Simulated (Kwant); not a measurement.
System: In0.53Ga0.47As/InP stack with 1 barrier. One parabolic valley. Leads of mass 0.041 mₑ with the band edge at 0; grid 0.1 nm; bias 0 V, dropping linearly over the stack.

```
layer  thickness (nm)  band offset (eV)  mass (mₑ)
-----  --------------  ----------------  ---------
1                 3.6              0.25       0.08
```

The device is made up for the run: typed textbook-type constants, with dimensions and the other settings drawn at random.

Computed with Kwant: one-band effective-mass tight-binding model in one dimension, coherent, no space charge.

**Question.** Work out the transmission below the barrier top from T = 1/(1 + ((ζ + 1/ζ)/2)² sinh²(κa)), ζ = (k/m_lead)/(κ/m_barrier).

**Answer.** E = 0.04856 eV: k = 0.2286 nm⁻¹, κ = 0.6504 nm⁻¹, ζ = 0.6858, T = 0.0318. The simulation gives 0.0318, the same within the digits that matter. E = 0.1243 eV: k = 0.3657 nm⁻¹, κ = 0.5138 nm⁻¹, ζ = 1.389, T = 0.0856. The simulation gives 0.0856, the same within the digits that matter. E = 0.1905 eV: k = 0.4528 nm⁻¹, κ = 0.3535 nm⁻¹, ζ = 2.499, T = 0.150. The simulation gives 0.150, the same within the digits that matter. What differs comes from the grid.
